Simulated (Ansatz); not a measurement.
Base system: NiSi2 (space group Fm-3m, No. 225; a = 5.3897 Å; non-magnetic).

Level of theory: DFT with r2SCAN, PAW potentials and a 500 eV plane-wave cutoff in Ansatz (a program for electronic structure), scalar-relativistic without spin-orbit coupling, earlier PAW set.

For the base:

| Item | Value |
|---|---|
| Magnetic state | non-magnetic |
| Lattice parameter a | 5.390 Å |
| Largest site moment | 0.00 μB |

The change: full substitution Ni → V; the structure is relaxed again.

Problem. Estimate the effect on the magnetic state.

Solution. The magnetic state goes from non-magnetic to ferromagnetic.

Problem. How does this affect the lattice parameter a?

Solution. The lattice parameter a grows by 0.3726 Å to 5.762 Å.

Problem. What happens to the largest site moment?

Solution. The largest site moment goes from zero to 1.79 μB.

Other magnetic orders, which the real material may have, were not ruled out. Whether these cells are dynamically stable was not tested. As relaxed here, VSi2 is a hypothetical phase, not in the database extracts checked. Seeded moments were not kept for the base. Spin-polarised in the final run: VSi2; the other runs are not.
